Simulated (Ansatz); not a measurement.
# The (22-43) surface of hcp Ti in its 1x1 cell, outermost plane spacing 0.33 Å in the ideal cut

The numbers are results of PBE (plane waves to 420 eV, PAW; Ansatz, an electronic-structure program), not measurements.

Model: 31-atom slab, 10.0 Å thick at the start (thin: gaps and levels are the slab's own), 8x4x1 mesh, Fermi-Dirac 0.1 eV, dipole correction, all atoms relaxed; symmetry of the start imposed; no spin, no spin-orbit, no U.

```json
{
 "work_function_of_the_top_face": "3.56 eV",
 "energy_released_by_relaxation": "1.01 eV",
 "cost": "roughly 60 core-minutes"
}
```
